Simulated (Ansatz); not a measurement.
## CsCl-type FeAl

Calculation: PBE (Ansatz, a program for electronic structure, PAW).

Settings: plane-wave cutoff 500 eV, 18×18×18 k mesh, Fermi–Dirac smearing 0.1 eV, no spin polarisation, scalar-relativistic PAW data made under PBE.

Cell: relaxed at this level.

| Quantity | Value |
|---|---|
| volume per atom | 11.83 Å³/atom |
| lattice constant a | 2.871 Å |

Measured, for comparison: equilibrium volume per atom 12.32 Å³/atom, lattice constant a 2.910 Å (room temperature, no zero-point or thermal correction; as tabulated in Liu et al. (2023), doi:10.1107/s2414314623010659). Computed (rounded) less measured: equilibrium volume per atom -4.0 %, lattice constant a -1.3 %. A static lattice is as a rule a little smaller and stiffer than an uncorrected measurement, which narrows the difference in the lattice constant a and would widen misses of the other sign.

Computed values are for the static lattice.

Cost on a shared machine: about 40 core-seconds (a rough figure).
